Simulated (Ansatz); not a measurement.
Take Al2O3 in the corundum structure (space group R-3c, No. 167; a = 4.809 Å, c = 13.124 Å (hexagonal axes)) as the base. Axes: x lies along a and z along c of the hexagonal cell.

Method: PBE in Ansatz (plane waves to 420 eV, PAW, without spin-orbit coupling).

It is then changed as follows: the cell is scaled by 1.0075 in all directions, atoms relaxed at fixed cell.

Problem. Predict the stress tensor and what it implies for the stiffness.

Solution. Stress of the strained cell less that of the base (GPa, compression positive):
```
  -5.03    0.00    0.00
   0.00   -5.03    0.00
   0.00    0.00   -4.75
```

Then B = −ΔP/(ΔV/V₀) with ΔV/V₀ = 0.0227 gives secant stiffness values (nonlinear terms included at this strain): B (at held cell shape, above the free-shape value) ≈ 218 GPa.

No phonon test of stability was made.

Ansatz is a program for electronic structure.
